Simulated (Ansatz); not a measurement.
By PBEsol, the system below comes out a metal.

The ballistic (Sharvin) conductance counts the channels at the Fermi level: G/A = (e²/h) × channels of both spins per area.

Here is the system:

```
CELL_PARAMETERS angstrom
      2.94955     0.00000     0.00000
      0.00000     4.17129     0.00000
      1.47477     2.08564     1.47477
ATOMIC_POSITIONS crystal
  Au 0.00000 0.00000 0.00000
```

The cell is taken as given; by PBEsol it stands under a pressure of -9.3 GPa.

The current flows along the normal of the first two printed cell vectors, the (110) plane of the conventional cell. No spin-orbit coupling; the value is a mean over 0.1 eV about the Fermi level.

**Question.** Compute, with PBEsol (Ansatz, a program for electronic structure), the ballistic conductance per area.

**Answer.** 0.88 × 10¹⁵ S/m² for both spins.
